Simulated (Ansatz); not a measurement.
Take LaMnO$_{3}$ (space group R-3c, No. 167; ferromagnetic) as the base.

```
LaMnO3
1.0
    2.75203     1.58889     4.39867
   -2.75203     1.58889     4.39867
    0.00000    -3.17777     4.39867
La Mn O
2 2 6
Direct
  0.75000   0.75000   0.75000
  0.25000   0.25000   0.25000
  0.50000   0.50000   0.50000
  0.00000   0.00000   0.00000
  0.30857   0.75000   0.19143
  0.69143   0.25000   0.80857
  0.19143   0.30857   0.75000
  0.80857   0.69143   0.25000
  0.75000   0.19143   0.30857
  0.25000   0.80857   0.69143
```

Computed with Ansatz (a first-principles code) PBEsol, no spin-orbit coupling.

One change was made to it. Results:

| quantity | base | after |
|---|---|---|
| c/a ratio | 2.398 | 2.400 |
| largest site moment | 2.98 μB | 2.78 μB |
| band gap | zero | zero |
| density | 6.96 g/cm³ | 7.20 g/cm³ |
| shortest interatomic distance | 1.959 Å | 1.931 Å |

Problem. Name the change that was made.
(A) pressure 1.5 GPa
(B) pressure 0.3 GPa
(C) pressure 5 GPa

Solution. C, pressure 5 GPa. For comparison, the density in the other runs: pressure 0.3 GPa gives 6.99 g/cm³; pressure 1.5 GPa gives 7.04 g/cm³.

Load acts through the strain it causes; cell and atoms are relaxed under it. Stability against distortions was not tested. Competing high-pressure phases were not computed. No Hubbard U is applied and the magnetic state is the run's own (LaMnO3 ferromagnetic); small cells can't hold the antiferromagnetic order that many such compounds have, so gaps and moments can be off. In its common phase, real LaMnO3 is an antiferromagnetic insulator at low temperature.
